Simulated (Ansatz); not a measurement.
CeB4 (P4/mbm, No. 127)

All values below come from LDA in Ansatz (PAW).

Run with plane-wave cutoff 500 eV, 6×6×10 k mesh (along the axes of the cell as run), Fermi–Dirac smearing 0.05 eV, no spin polarisation, scalar-relativistic PAW data made under PBE.

Cell: relaxed at this level.

| Quantity | Result |
|---|---|
| equilibrium volume per atom | 10.06 Å³/atom |
| lattice parameter a | 7.079 Å |
| c axis length | 4.016 Å |
| band gap | none |

Note: the relaxation could not lower the start's symmetry, so the cell can be a saddle point above a distorted one; the 4f shell is treated without U or exact exchange, so its levels and filling can be wrong; the volume lies 5 % below that of the published cell.

Spin–orbit coupling is not included.

Computed values are for the static lattice.

Cost on a shared machine: around 9 core-minutes (rough).

Ansatz is a program for electronic structure.
